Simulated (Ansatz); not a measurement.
Functionals compared on H2O on the 1x1 (111) surface of fcc Al, one in a 2x2 cell, started at the site 'hollow Al-Al-Al over Al at depth 4.6 Å', in Ansatz (plane waves, PAW). The structure was relaxed with PBE; the other rows are single points on it, each with its references at the same level. Cutoff 420 eV (500 eV for r2SCAN).

Set-up: 19 atoms, 7.0 Å thick at the start under the adsorbate (thin: gaps and levels are the slab's own); mesh 6x6x1; 0.1 eV smearing; dipole correction on; 8 atoms held, the rest relaxed; no symmetry held; no spin, no spin-orbit, no U, no dispersion correction. At the end it is bonded to Al. In PBE it is, or lies within 0.03 eV of, the lowest of the starts that converged. These notes are the PBE run's. Adsorption energies are against H2O(g). A negative adsorption energy means that the adsorbate is more stable on the surface than in its reference.

| functional | adsorption energy (eV) | work function of the top face (eV) | change of the work function (eV) | rough cost of the single point |
|---|---|---|---|---|
| PBE | -0.23 | 3.02 | -1.01 | – |
| RPBE | -0.05 | 2.92 | -1.03 | roughly 27 core-seconds |
| r2SCAN | -0.28 | 2.91 | -1.17 | about 60 core-seconds (a rough figure) |

Ansatz is a quantum-chemistry and plane-wave program.
